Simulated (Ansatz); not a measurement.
System: CsCl-type CoAl. Method: r²SCAN (PAW; Ansatz, a first-principles code).

Run with plane-wave cutoff 600 eV, 16×16×16 k mesh, Fermi–Dirac smearing 0.1 eV, finite displacements, force constants from a 4×4×4 q mesh, no spin polarisation, scalar-relativistic PAW data made under PBE.

Task: Estimate the zone-centre TO phonon frequency and zero-point energy that the calculation returns.

Result: 
* **zone-centre TO phonon frequency**: 348 cm⁻¹
* **zero-point energy**: 0.053 eV/atom
